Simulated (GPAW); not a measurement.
Convergence study of the SCF threshold for Cl (Cm, 4 atoms in the cell)

```
CELL_PARAMETERS angstrom
      2.24672    -3.12936     0.00000
      2.24672     3.12936     0.00000
      0.00000     0.00000     8.28478
ATOMIC_POSITIONS crystal
  Cl 0.87700 0.87700 0.90304
  Cl 0.62300 0.62300 0.39700
  Cl 0.37700 0.37700 0.60300
  Cl 0.12300 0.12300 0.10300
```

Method: PBEsol, GPAW PAW datasets PBEsol (made by gpaw-setup) (plane waves; GPAW 25.7.0).

Base settings: mode = pw; ecut = 600 eV; xc = PBEsol; kpts = 3 3 2; mesh shift (steps) = 0 0 0; occupations.name = fermi-dirac; occupations.width = 0.01 eV; nbands = -6; convergence.density = 1e-05 e/electron; convergence.bands = -4.

Moved along: convergence.density, convergence.eigenstates.

The mesh stays at the base's, so the ladder's end is converged at best in this setting alone.

Only quantities that move along the ladder and can be compared are tabulated; the gap is left out on so coarse a mesh.

The count of work is k-points × plane waves × bands × iterations; it is no time. 

The starting cell has typed, rounded lattice constants, without a prior relaxation at this level. Its lattice was rescaled by up to half a per cent. One atom was moved a little off its site on purpose.

Steps (convergence.energy): 0.004 eV/electron; 0.0004 eV/electron; 4e-05 eV/electron; 4e-06 eV/electron; 4e-07 eV/electron; 4e-08 eV/electron; 4e-09 eV/electron; 4e-10 eV/electron; 4e-12 eV/electron; 4e-14 eV/electron.

Problem. What is the coarsest convergence.energy that holds the forces within 0.005 eV/Å of the last step, with all finer ones?

Solution. 4e-06 eV/electron, at 0.42 of the last step's count of work; the step before is off by 0.006 eV/Å.

| convergence.energy | largest difference of a force vector from the last step's (eV/Å) | count of work / last |
|---|---|---|
| 0.004 eV/electron | 0.024 | 0.20 |
| 0.0004 eV/electron | 0.009 | 0.25 |
| 4e-05 eV/electron | 0.006 | 0.31 |
| 4e-06 eV/electron | 0.001 | 0.42 |
| 4e-07 eV/electron | 0.000 | 0.54 |
| 4e-08 eV/electron | 0.000 | 0.55 |
| 4e-09 eV/electron | 0.000 | 0.58 |
| 4e-10 eV/electron | 0.000 | 0.63 |
| 4e-12 eV/electron | 0.000 | 0.80 |
| 4e-14 eV/electron | 0.000 | 1.0 |
